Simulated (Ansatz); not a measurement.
```yaml
crystal:
  lattice:
    - [0.00000, 1.98511, 2.00193]
    - [2.00193, 0.00000, 2.00193]
    - [2.00193, 1.98511, 0.00000]
  atoms:
    - { symbol: H, position: [0.00000, 0.00000, 0.00000] }
    - { symbol: Li, position: [0.50000, 0.50000, 0.50000] }
```

No spin polarisation.

Level of theory: r2SCAN (Ansatz, a quantum-chemistry and plane-wave program), spin-orbit coupling left out, earlier PAW set. k-mesh 14×14×14 (Γ-centred); smearing 0.05 eV (Fermi–Dirac).

**Question.** What stress (xx, yy, zz, yz, xz, xy; compression positive) does the calculation give?

**Answer.** (0.11, 0.73, 0.11, 0.00, 0.00, 0.00) GPa.

**Question.** What smallest direct gap does the calculation give?

**Answer.** 3.61 eV.

The cells carry an imposed strain or load. Whether these cells are dynamically stable was not tested. The cell was made from LiH in the rock salt structure (space group Fm-3m, No. 225) by this change: uniaxial strain ε_yy = −0.84 %.
